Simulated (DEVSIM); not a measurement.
Schottky contact on n-type Si

System: Schottky contact on n-type Si, at 300 K.

| layer (left to right) | material | thickness (μm) | Nd (cm⁻³) | τn (s) | τp (s) |
|---|---|---|---|---|---|
| 1 | Si | 0.530 | 3.5e15 | 8.9e-7 | 8.9e-7 |

Left contact: Schottky, work function 4.66 eV, emission velocity 6.5e6 cm/s. Right contact: ohmic. Voltage is applied to the left contact. Recombination: SRH at mid-gap. Mobility is constant in doping.

Constants are typed, rounded textbook-type inputs, not results; the design itself was drawn at random and stands for no fabricated device. Values at 300 K.

| parameter | Si |
|---|---|
| gap (eV) | 1.124 |
| affinity (eV) | 4.05 |
| permittivity | 11.7 |
| Nc (cm⁻³) | 2.86e19 |
| Nv (cm⁻³) | 3.1e19 |
| μn (cm²/Vs) | 1417 |
| μp (cm²/Vs) | 470 |

Model (solved in DEVSIM): 1D drift-diffusion, Boltzmann statistics, complete ionisation; no tunnelling, impact ionisation, image-force lowering or self-heating. Metal contacts follow the ideal Schottky-Mott rule: no Fermi-level pinning, no interface dipoles.

The potential step across the device at zero bias is 0.377 V. The largest field in the device at zero bias is 19000 V/cm and the dark forward voltage at 1 A/cm² is 0.173 V. The dark forward voltage at 100 A/cm² is 0.305 V.

Dark forward current:

```
V (V)  J (A/cm²)
-----  ---------
0.05      0.0079
0.10       0.061
0.15        0.42
0.20         2.7
0.25          17
0.30          89
0.35         320
0.40         750
0.45        1300
0.50        2000
0.55        2600
```

Small-signal capacitance in reverse bias (quasi-static):

```
V (V)  C (nF/cm²)
-----  ----------
-0.04        27.3
-0.1         25.5
-0.2         23.3
-0.3         21.9
-0.4         20.9
-0.6         20.1
-0.8         19.8
-1           19.6
-1.3         19.6
-1.6         19.6
-2           19.6
```
